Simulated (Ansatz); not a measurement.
# Wurtzite MgS (model structure): band gap by level of theory

No measured value is used here.

```csv
level (code),value (eV),cell (Å³/atom)
LDA (Ansatz),3.35,21.85
PBEsol (Ansatz),3.31,22.54
r²SCAN (Ansatz),4.15,22.68
HSE06 (Ansatz),4.54,22.68
PBE0 (Ansatz),5.22,22.68
```

Computed values are for a static lattice.  LDA, PBEsol, r²SCAN, HSE06, PBE0: the gap is read on the k mesh or supercell of the run alone and can be too large. Values are at the level's own relaxed cell; PBE0 at the r²SCAN cell. K meshes differ between the levels. Ansatz's density-functional and Hartree–Fock values are scalar-relativistic unless marked +SOC, with PAW data made under PBE.

A model structure was made by putting elements into a prototype or built by hand; it is no filed structure, need not be a known phase, and can be a saddle point held by its symmetry.

Ansatz is a first-principles code.
